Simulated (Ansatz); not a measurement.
# Input and output of a self-consistent single point for InP (F-43m, 2 atoms in the cell) (Ansatz)

Computed with PBE (plane waves, PAW; Ansatz, a quantum-chemistry and plane-wave program).

Input as run:

Ansatz 0.2 input:
```yaml
# InP
crystal:
  lattice:
    - [0.000000, 2.935000, 2.935000]
    - [2.935000, 0.000000, 2.935000]
    - [2.935000, 2.935000, 0.000000]
  atoms:
    - { symbol: In, position_ang: [0.000000, 0.000000, 0.000000] }
    - { symbol: P, position_ang: [1.467500, 1.467500, 1.467500] }
basis:
  ecutwfc: 420.0
kpoints:
  mp_grid: { grid: [7, 7, 7] }
hamiltonian:
  xc: pbe
  pseudopotentials: { kind: paw }
scf:
  occupations: { method: fermi_dirac, width: 0.02 }
output:
  forces: true
  eigenvalues: true
  stress: true
```

The program printed (abridged):

```
Pseudopotentials: kind: paw
Pseudopotential: In, paw, valence charge 13
Pseudopotential: P, paw, valence charge 5
Crystal: 2 atoms, lattice volume = 50.566 Å³
Basis set: ecut = 420 eV, 965 PW (Γ), exchange–correlation on 60×60×60 points (8 copies of the dense FFT grid, shifted against one another)
Bands: 13, of which v1, the nominal top of the filled ones, is band 9 counted from 1 (8 counted from 0)
Symmetry: 24 space group operations
Space group: F-43m (ITA 216), of the structure as read, at distance tolerance 3.7e-5 Å
k-points: 20 of 343 (time reversal used)
Initial density: superposition of atomic densities (neutral atoms: chi_scale 0, normalization atom), corrected by the library's trained network
Initial wavefunctions: pseudopotential atomic-orbital guess
Eigensolver: davidson
Functional: x = pbe(κ = 0.804, μ = 0.2195149727645171), c = pbe(β = 0.06672455060314922)
SCF iter   1: F=—  HF=-6353.984883 eV  |F-HF|=—  |Δ(HF+E_count)|=         —  Δρ=1.89e-3  dr2=3.79e-3  ethr=1.77e-3  ⟨swp⟩=6.7  Hψ=1820  notcnv=0
all-band conjugate gradients solve this SCF's bands
preconditioner: auto → none
SCF iter   2: F=—  HF=-6353.982825 eV  |F-HF|=—  |Δ(HF+E_count)|=   2.06e-3  Δρ=1.17e-3  dr2=6.92e-4  ethr=2.11e-5  ⟨swp⟩=2.9  Hψ=740  notcnv=0
SCF iter   3: F=—  HF=-6353.982631 eV  |F-HF|=—  |Δ(HF+E_count)|=   1.94e-4  Δρ=3.54e-4  dr2=6.35e-5  ethr=3.84e-6  ⟨swp⟩=2.1  Hψ=453  notcnv=0
SCF iter   4: F=—  HF=-6353.982679 eV  |F-HF|=—  |Δ(HF+E_count)|=   4.84e-5  Δρ=1.21e-4  dr2=5.62e-6  ethr=3.53e-7  ⟨swp⟩=2.0  Hψ=440  notcnv=0
SCF iter   5: F=—  HF=-6353.982680 eV  |F-HF|=—  |Δ(HF+E_count)|=   1.39e-6  Δρ=6.02e-5  dr2=1.78e-6  ethr=3.12e-8  ⟨swp⟩=2.0  Hψ=440  notcnv=0
SCF iter   6: F=-6353.982680 eV  HF=-6353.982680 eV  |F-HF|=2.67e-8  |Δ(HF+E_count)|=   3.07e-7  Δρ=1.12e-5  dr2=5.94e-8  ethr=5.56e-10  ⟨swp⟩=5.0  Hψ=1433  notcnv=0
SCF 1 converged in 6 iterations: F = -6353.982680 eV  dr2 = 5.94e-8
SCF converged after 6 iterations
Free energy (F): -6353.982680 eV
Harris-Foulkes:  -6353.982680 eV  (|F-HF|=2.67e-8)
Internal energy: -6353.982680 eV  (E = F + TS)
E sigma→0 (E₀):  -6353.982680 eV
Fermi energy:    7.295673 eV
--- Per-component energies (eV) ---
  E_band       = -52.925470
  E_kinetic    = 313.649135
  E_local      = -1401.043764  (includes V_loc(G=0)·N_el)
  E_nonlocal   = 401.475083
  E_hartree    = 552.631814
  E_xc         = -276.636122
  E_vxc        = -159.919413  (∫ρ·V_xc dr)
  E_paw        = -4725.222183  (= ΣΔE_a)
  E_vpaw       = -312.357228  (= ΣTr[D̂ρ^β])
  E_aug_tail   = 0.000030  (compensation charges beyond the density's cutoff)
  E_ewald      = -1218.836672
  E_smearing   = -0.000000  (= −TS)
  E_closure    = 0.000000  (closes the sum)
  Σ components = -6353.982680   (vs F -6353.982680, Δ=0.00e0)
--- Forces (eV/Å), atoms counted from 1 ---
  atom   1  In     0.00000000     0.00000000     0.00000000
  atom   2  P     -0.00000000     0.00000000    -0.00000000
  max |Σ_I F_I| component: 1.30e-16 eV/Å
--- Stress (GPa, compression-positive) ---
        2.992175       0.000000      -0.000000
        0.000000       2.992175       0.000000
       -0.000000       0.000000       2.992175
  P = ⅓ Tr σ = 2.9922 GPa (29.922 kbar)
  The stress holds the Pulay correction. Without it, at fixed plane waves, as pw.x and ABINIT print it: P = 2.9536 GPa
--- Band table (eV; the first three rows and the last of 20) ---
  k-point 0: bands = ["-7.2399", "-7.2399", "-7.2399", "-7.0900", "-7.0900", "-4.5457", "6.9399", "6.9399", "6.9399", "7.6295", "11.0281", "11.0281", "11.0281"]
  k-point 1: bands = ["-7.2637", "-7.2305", "-7.2305", "-7.0898", "-7.0898", "-4.3154", "5.1281", "6.7068", "6.7068", "8.6589", "11.2679", "11.3719", "11.3719"]
  k-point 2: bands = ["-7.3138", "-7.2127", "-7.2127", "-7.0858", "-7.0858", "-3.6901", "3.0073", "6.2865", "6.2865", "8.6685", "11.7809", "11.7809", "12.6610"]
  k-point 19: bands = ["-7.3876", "-7.1802", "-7.1490", "-7.1095", "-7.0752", "-2.1831", "1.3967", "3.7127", "4.6024", "10.3633", "11.6261", "12.8170", "13.7182"]
```

The run converged in 6 iterations.

The starting cell has typed, rounded lattice constants, without a prior relaxation at this level. Ansatz's pressure includes its estimate of the finite-basis (Pulay) stress.
